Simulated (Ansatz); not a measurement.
Take Be in the hcp (Mg type) structure (space group P6_3/mmc, No. 194; relaxed with 0.1 eV smearing) as the base.

```
Be
1.0
    2.26169     0.00000     0.00000
   -1.13084     1.95868     0.00000
    0.00000     0.00000     3.56916
Be
2
Cartesian
  0.00000   1.30579   2.67687
  1.13084   0.65289   0.89229
```

Cartesian axes are those of the cell as printed.

The values are results of DFT with r2SCAN, PAW potentials and a 500 eV plane-wave cutoff in Ansatz (a first-principles code), spin-orbit coupling left out, not measurements.

Before the change:

The band gap comes out as zero and the pressure is 0.0 GPa. The shortest interatomic distance comes out as 221.1 pm.

Modification: a pure shear with ε_xy = ε_yx = -0.0046, atoms relaxed at fixed cell.

Question: How does this affect the energy relative to the base, band gap, pressure and shortest interatomic distance?

Answer: The energy increases by 0.3 meV/atom; the band gap is still zero; the pressure (mean of the normal stresses, compression positive) stays 0.0 GPa; the shortest interatomic distance is still 221.1 pm.

The cells carry an imposed strain or load. Whether these cells are dynamically stable was not tested.
